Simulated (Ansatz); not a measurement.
The reference is Ga2O3 in the corundum structure (space group R-3c, No. 167; a = 5.0577 Å, c = 13.6230 Å (hexagonal axes)).

The values are results of DFT with PBE, PAW potentials and a 420 eV plane-wave cutoff in Ansatz (a quantum-chemistry and plane-wave program), no spin-orbit coupling, not measurements.

For the base:

| Property | Result |
|---|---|
| Pressure | 0.1 kbar |
| Electron mass | 0.21 mₑ (at Γ) |

Modification: an isotropic linear strain of −0.75 %, atoms relaxed at fixed cell.

Problem. How does this affect the pressure, electron mass and energy relative to the base?

Solution. The pressure (mean of the normal stresses, compression positive) rises by 47.6 kbar (0.1 kbar → 47.7 kbar); the electron mass changes from 0.21 mₑ (at Γ) to 0.22 mₑ (at Γ); the energy rises by 3.3 meV/atom.

The levels and masses belong to the bands next to the band gap. Effective masses come from finite differences of ±0.01 Å⁻¹. Stability against distortions was not tested.
